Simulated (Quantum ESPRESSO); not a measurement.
Checking a run of Quantum ESPRESSO on La4Rh3 (I-43d, 14 atoms in the cell). The aim is a self-consistent single point with DFT, LDA (PZ), plane waves, GBRV 1.5 ultrasoft (LDA) pseudopotentials.

The input file:

```fortran
&control
    calculation = 'scf'
    prefix = 'scf'
    outdir = './tmp'
    pseudo_dir = './'
    tprnfor = .true.
    tstress = .true.
/
&system
    ibrav = 0
    nat = 14
    ntyp = 2
    ecutwfc = 40
    ecutrho = 320
    occupations = 'smearing'
    smearing = 'marzari-vanderbilt'
    degauss = 0.0073499
/
&electrons
    conv_thr = 1.0e-11
/
ATOMIC_SPECIES
Rh   102.9055  la_lda_v1.uspp.F.UPF
La   138.9055  rh_lda_v1.4.uspp.F.UPF
CELL_PARAMETERS angstrom
  -4.4805000000     4.4805000000     4.4805000000
   4.4805000000    -4.4805000000     4.4805000000
   4.4805000000     4.4805000000    -4.4805000000
ATOMIC_POSITIONS crystal
Rh  0.2500000000    0.6250000000    0.3750000000
Rh  0.3750000000    0.2500000000    0.6250000000
Rh  0.7500000000    0.8750000000    0.1250000000
Rh  0.1250000000    0.7500000000    0.8750000000
Rh  0.6250000000    0.3750000000    0.2500000000
Rh  0.8750000000    0.1250000000    0.7500000000
La  0.1140000000    0.1140000000    0.1140000000
La  0.8860000000    0.5000000000    0.0000000000
La  0.5000000000    0.0000000000    0.3860000000
La  0.0000000000    0.8860000000    0.5000000000
La  0.3860000000    0.5000000000    0.0000000000
La  0.6140000000    0.6140000000    0.6140000000
La  0.0000000000    0.3860000000    0.5000000000
La  0.5000000000    0.0000000000    0.8860000000
K_POINTS automatic
2 2 2  0 0 0
```

Output (repeated stretches shortened):

```
     Message from routine setup:
     using ibrav=0 with symmetry is DISCOURAGED, use correct ibrav instead
     G-vector sticks info
     --------------------
     sticks:   dense  smooth     PW     G-vecs:    dense   smooth      PW
   [... lines left out ...]
         9        La     tau(   9) = (  -0.0658179   0.5115323   0.0658179  )
        10        La     tau(  10) = (   0.8002075  -0.2228572   0.2228572  )
        11        La     tau(  11) = (   0.0658179  -0.0658179   0.5115323  )
        12        La     tau(  12) = (   0.3544931   0.3544931   0.3544931  )
        13        La     tau(  13) = (   0.5115323   0.0658179  -0.0658179  )
        14        La     tau(  14) = (   0.2228572   0.8002075  -0.2228572  )

     number of k points=     3  Marzari-Vanderbilt smearing, width (Ry)=  0.0073
                       cart. coord. in units 2pi/alat
        k(    1) = (   0.0000000   0.0000000   0.0000000), wk =   0.2500000
        k(    2) = (  -0.4330127  -0.4330127   0.0000000), wk =   1.5000000
        k(    3) = (  -0.8660254  -0.8660254  -0.8660254), wk =   0.2500000

     Dense  grid:   234705 G-vectors     FFT dimensions: (  90,  90,  90)

     Smooth grid:    83143 G-vectors     FFT dimensions: (  60,  60,  60)

     Initial potential from superposition of free atoms

     starting charge     181.8275, renormalised to     186.0000

     negative rho (up, down):  9.294E-01 0.000E+00
     Self-consistent Calculation

     iteration #  1     ecut=    40.00 Ry     beta= 0.70

     negative rho (up, down):  7.338E-01 0.000E+00

     total energy              =   -1981.39658409 Ry
     estimated scf accuracy    <       4.09457214 Ry

     iteration #  2     ecut=    40.00 Ry     beta= 0.70

     negative rho (up, down):  7.517E-01 0.000E+00

     total energy              =   -1981.72545211 Ry
     estimated scf accuracy    <      21.68516377 Ry

     iteration #  3     ecut=    40.00 Ry     beta= 0.70

     negative rho (up, down):  7.747E-01 0.000E+00

     total energy              =   -1983.79022530 Ry
     estimated scf accuracy    <       0.95561113 Ry

   [... 11 blocks of this kind left out ...]

     iteration # 15     ecut=    40.00 Ry     beta= 0.70

     negative rho (up, down):  7.309E-01 0.000E+00

     total energy              =   -1984.06510381 Ry
     estimated scf accuracy    <          4.2E-11 Ry

     iteration # 16     ecut=    40.00 Ry     beta= 0.70

     negative rho (up, down):  7.309E-01 0.000E+00
     End of self-consistent calculation

     the Fermi energy is    12.1357 ev

!    total energy              =   -1984.06510381 Ry
     estimated scf accuracy    <          5.4E-13 Ry
     smearing contrib. (-TS)   =      -0.00271243 Ry
     internal energy E=F+TS    =   -1984.06239138 Ry

     convergence has been achieved in  16 iterations

     negative rho (up, down):  7.309E-01 0.000E+00

     Forces acting on atoms (cartesian axes, Ry/au):

     atom    1 type  1   force =     0.00000000    0.00000000    0.00000000
     atom    2 type  1   force =     0.00000000    0.00000000    0.00000000
     atom    3 type  1   force =     0.00000000    0.00000000    0.00000000
     atom    4 type  1   force =     0.00000000   -0.00000000   -0.00000000
   [... lines left out ...]
     Total force =     0.057838     Total SCF correction =     0.000000
   [... lines left out ...]

     negative rho (up, down):  7.309E-01 0.000E+00
          total   stress  (Ry/bohr**3)                   (kbar)     P=     -141.70
  -0.00096328  -0.00000000  -0.00000000         -141.70       -0.00       -0.00
  -0.00000000  -0.00096328  -0.00000000           -0.00     -141.70       -0.00
  -0.00000000  -0.00000000  -0.00096328           -0.00       -0.00     -141.70

   JOB DONE.
```

Question: Is anything amiss in this input, and did it matter?

Answer: The run is not sound. The fault is potential files assigned to the wrong elements. Each file describes one element; swapped files give the atoms the wrong cores and charges. To fix it, match the files to the elements. The run converged in 16 iterations without an error; against the sound input the pressure goes from -5.44 to -14.17 GPa and the largest force goes from 0.122 to 0.526 eV/Å.

An input that runs soundly differs in these lines (not the only fix; some lines may just follow from the change or write a value another way):
```diff
-Rh   102.9055  la_lda_v1.uspp.F.UPF
-La   138.9055  rh_lda_v1.4.uspp.F.UPF
+Rh   102.9055  rh_lda_v1.4.uspp.F.UPF
+La   138.9055  la_lda_v1.uspp.F.UPF
-Rh  0.2500000000    0.6250000000    0.3750000000
-Rh  0.3750000000    0.2500000000    0.6250000000
-Rh  0.7500000000    0.8750000000    0.1250000000
-Rh  0.1250000000    0.7500000000    0.8750000000
-Rh  0.6250000000    0.3750000000    0.2500000000
-Rh  0.8750000000    0.1250000000    0.7500000000
-La  0.1140000000    0.1140000000    0.1140000000
-La  0.8860000000    0.5000000000    0.0000000000
-La  0.5000000000    0.0000000000    0.3860000000
-La  0.0000000000    0.8860000000    0.5000000000
-La  0.3860000000    0.5000000000    0.0000000000
-La  0.6140000000    0.6140000000    0.6140000000
-La  0.0000000000    0.3860000000    0.5000000000
-La  0.5000000000    0.0000000000    0.8860000000
+Rh    0.2500000000    0.6250000000    0.3750000000
+Rh    0.3750000000    0.2500000000    0.6250000000
+Rh    0.7500000000    0.8750000000    0.1250000000
+Rh    0.1250000000    0.7500000000    0.8750000000
+Rh    0.6250000000    0.3750000000    0.2500000000
+Rh    0.8750000000    0.1250000000    0.7500000000
+La    0.1140000000    0.1140000000    0.1140000000
+La    0.8860000000    0.5000000000    0.0000000000
+La    0.5000000000    0.0000000000    0.3860000000
+La    0.0000000000    0.8860000000    0.5000000000
+La    0.3860000000    0.5000000000    0.0000000000
+La    0.6140000000    0.6140000000    0.6140000000
+La    0.0000000000    0.3860000000    0.5000000000
+La    0.5000000000    0.0000000000    0.8860000000
```

With that input, the run converged in 20 iterations: free energy E − TS -25121.5428 eV; Fermi level (on the code's own zero) 13.95 eV; pressure -5.44 GPa; largest force (vector length) 0.122 eV/Å (DFT, LDA (PZ), plane waves, GBRV 1.5 ultrasoft (LDA) pseudopotentials).

On the sound input: the starting cell comes from a database of published, mostly measured structures (it also holds non-ambient and calculated ones), without a prior relaxation at this level. Spin polarisation is off. With a pressure of about -5 GPa the cell is away from its equilibrium volume at this level. Without a gap this mesh is coarse (it stands for a supercell whose shortest vector is 16 Å).
